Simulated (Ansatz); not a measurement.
## Effect of tensor shear ε_xy = +0.57 % on AlRu

Base system: AlRu in the CsCl type structure (space group Pm-3m, No. 221; a = 2.977 Å; relaxed with 0.1 eV smearing). Axes: x, y, z lie along the cube axes.

It is then changed as follows: tensor shear ε_xy = +0.57 % (engineering shear γ = 0.0114); the atoms relax in the strained cell.

Level of theory: Kohn–Sham DFT with the PBEsol functional, run in Ansatz (an electronic-structure program) with PAW and 420 eV plane waves, no SOC. Settings: 19×19×19 k-points, 0.1 eV Fermi–Dirac smearing.

```csv
quantity,base,changed,shift
volume per atom,13.19 Å³,13.19 Å³,0.00 Å³
shortest interatomic distance,2.578 Å,2.568 Å,-0.010 Å
energy relative to the base (free energy F),0 meV/atom,+0.7 meV/atom,+0.7 meV/atom
"pressure (mean of the normal stresses, compression positive)",0.0 GPa,0.0 GPa,0.0 GPa
band gap,zero,zero,–
"stress (xx, yy, zz, yz, xz, xy; compression positive)",–,"(0.0, 0.0, 0.0, 0.0, 0.0, -1.6) GPa",–
```

Final structure:

```yaml
crystal:
  lattice:
    - [2.97703, 0.01697, 0.00000]
    - [0.01697, 2.97703, 0.00000]
    - [0.00000, 0.00000, 2.97703]
  atoms:
    - { symbol: Al, position: [0.50000, 0.50000, 0.50000] }
    - { symbol: Ru, position: [0.00000, 0.00000, 0.00000] }
```

No phonon test of stability was made. All final runs are without spin polarisation.
